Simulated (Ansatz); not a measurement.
# tetragonal WSi2 (0 0 1) on wurtzite AlN (1 0 0) (film strained to the substrate, started from cuts of the bulks and a machine-learned relaxation; slabs Al20N20 and W12Si24, which can lie off the formulas)

A periodic stack without vacuum, tetragonal WSi2 (0 0 1) on wurtzite AlN (1 0 0) (film strained to the substrate, started from cuts of the bulks and a machine-learned relaxation; slabs Al20N20 and W12Si24, which can lie off the formulas): substrate slab Al20N20, film W12Si24, surface cells [[0, 2], [-1, 0]] and [[0, 3], [-1, 0]], film strained by -3.1 and +3.6 %, outermost planes AlN/AlN and Si/Si as cut, which need not be the usual terminations and can put a slab off its formula.

The start was prepared with a machine-learned potential, and the result is one local minimum, with the in-plane cell held and forces under 0.04 eV/Å; the film can end far from its bulk form.

These are PBE (plane waves to 420 eV, PAW; Ansatz, an electronic-structure program) values and carry that method's errors. Scalar-relativistic, without spin–orbit coupling; the runs are not spin-polarised. Its k-point mesh 3×8×1, Fermi–Dirac width 0.05 eV.

- interface area: 31.4 Å²
- period: 30.25 Å
- heights between the nearest atoms of the two slabs at the two interfaces: 1.51 and 1.68 Å
- Al–Si contacts across the interfaces within 1.22 times the sum of covalent radii: 5, mean 2.53 Å
- N–Si contacts across the interfaces within 1.22 times the sum of covalent radii: 4, mean 1.86 Å
- Al–W contacts across the interfaces within 1.22 times the sum of covalent radii: 1, mean 3.12 Å
- hole barrier (PBE): 2.40 eV
- electron barrier (PBE): 1.63 eV

```yaml
crystal:
  lattice:
    - [10.03525, 0.00269, -0.14977]
    - [0.00023, 3.12967, 0.08405]
    - [-0.03860, 2.13205, 30.32561]
  atoms:
    - { symbol: Al, position: [0.25226, 0.50162, 0.06067] }
    - { symbol: Al, position: [0.75715, 0.48813, 0.06456] }
    - { symbol: Al, position: [0.50602, 0.02357, 0.03767] }
    - { symbol: Al, position: [0.98889, 0.99073, 0.03039] }
    - { symbol: N, position: [0.44425, 0.49739, 0.06639] }
    - { symbol: N, position: [0.94353, 0.46538, 0.06374] }
    - { symbol: N, position: [0.18395, 0.03080, 0.03170] }
    - { symbol: N, position: [0.70026, 0.01946, 0.03411] }
    - { symbol: Al, position: [0.25810, 0.90876, 0.15198] }
    - { symbol: Al, position: [0.75967, 0.90449, 0.15379] }
    - { symbol: Al, position: [0.50636, 0.43596, 0.12530] }
    - { symbol: Al, position: [0.00824, 0.42619, 0.12293] }
    - { symbol: N, position: [0.44903, 0.90826, 0.15442] }
    - { symbol: N, position: [0.95016, 0.89867, 0.15341] }
    - { symbol: N, position: [0.19836, 0.43773, 0.12148] }
    - { symbol: N, position: [0.69745, 0.43333, 0.12387] }
    - { symbol: Al, position: [0.26285, 0.32260, 0.24175] }
    - { symbol: Al, position: [0.76403, 0.32017, 0.24363] }
    - { symbol: Al, position: [0.51215, 0.85010, 0.21356] }
    - { symbol: Al, position: [0.01170, 0.84647, 0.21341] }
    - { symbol: N, position: [0.45407, 0.32233, 0.24289] }
    - { symbol: N, position: [0.95443, 0.31810, 0.24393] }
    - { symbol: N, position: [0.20219, 0.85067, 0.21193] }
    - { symbol: N, position: [0.70319, 0.84860, 0.21359] }
    - { symbol: Al, position: [0.26626, 0.73839, 0.33059] }
    - { symbol: Al, position: [0.76976, 0.73559, 0.33373] }
    - { symbol: Al, position: [0.51699, 0.26566, 0.30220] }
    - { symbol: Al, position: [0.01602, 0.26241, 0.30418] }
    - { symbol: N, position: [0.45777, 0.73805, 0.33145] }
    - { symbol: N, position: [0.95948, 0.73328, 0.33518] }
    - { symbol: N, position: [0.20626, 0.26597, 0.30126] }
    - { symbol: N, position: [0.70804, 0.26406, 0.30350] }
    - { symbol: Al, position: [0.27567, 0.15582, 0.41772] }
    - { symbol: Al, position: [0.75985, 0.14885, 0.42660] }
    - { symbol: Al, position: [0.52527, 0.68246, 0.39009] }
    - { symbol: Al, position: [0.01813, 0.67527, 0.39644] }
    - { symbol: N, position: [0.46863, 0.15547, 0.41870] }
    - { symbol: N, position: [0.95579, 0.14615, 0.42719] }
    - { symbol: N, position: [0.20855, 0.68215, 0.38973] }
    - { symbol: N, position: [0.71292, 0.68014, 0.39315] }
    - { symbol: W, position: [0.94064, 0.92057, 0.66428] }
    - { symbol: W, position: [0.27631, 0.91991, 0.66469] }
    - { symbol: W, position: [0.61155, 0.92170, 0.66262] }
    - { symbol: Si, position: [0.11090, 0.37987, 0.70729] }
    - { symbol: Si, position: [0.44609, 0.38022, 0.70627] }
    - { symbol: Si, position: [0.77804, 0.38027, 0.70675] }
    - { symbol: Si, position: [0.95239, 0.08660, 0.48838] }
    - { symbol: Si, position: [0.25670, 0.08115, 0.49449] }
    - { symbol: Si, position: [0.53132, 0.10030, 0.47705] }
    - { symbol: W, position: [0.09988, 0.54017, 0.53790] }
    - { symbol: W, position: [0.43246, 0.54350, 0.53521] }
    - { symbol: W, position: [0.77802, 0.54578, 0.53017] }
    - { symbol: Si, position: [0.93290, 0.00318, 0.57651] }
    - { symbol: Si, position: [0.27238, 0.00222, 0.57835] }
    - { symbol: Si, position: [0.60883, 0.00813, 0.57171] }
    - { symbol: Si, position: [0.10550, 0.46084, 0.62147] }
    - { symbol: Si, position: [0.44344, 0.46220, 0.61984] }
    - { symbol: Si, position: [0.77339, 0.46327, 0.61856] }
    - { symbol: W, position: [0.95716, 0.72695, 0.93435] }
    - { symbol: W, position: [0.28954, 0.66489, 0.91981] }
    - { symbol: W, position: [0.62096, 0.66070, 0.92110] }
    - { symbol: Si, position: [0.16669, 0.10353, 0.97148] }
    - { symbol: Si, position: [0.44929, 0.13097, 0.96289] }
    - { symbol: Si, position: [0.75274, 0.08555, 0.97489] }
    - { symbol: Si, position: [0.94680, 0.83824, 0.75134] }
    - { symbol: Si, position: [0.27959, 0.83802, 0.75093] }
    - { symbol: Si, position: [0.61509, 0.83864, 0.75056] }
    - { symbol: W, position: [0.11293, 0.29833, 0.79467] }
    - { symbol: W, position: [0.45050, 0.29629, 0.79276] }
    - { symbol: W, position: [0.78471, 0.29834, 0.79472] }
    - { symbol: Si, position: [0.95097, 0.76172, 0.83943] }
    - { symbol: Si, position: [0.28258, 0.75667, 0.83639] }
    - { symbol: Si, position: [0.62129, 0.75554, 0.83713] }
    - { symbol: Si, position: [0.11481, 0.21421, 0.88360] }
    - { symbol: Si, position: [0.45418, 0.20472, 0.87868] }
    - { symbol: Si, position: [0.79229, 0.21255, 0.88497] }
```
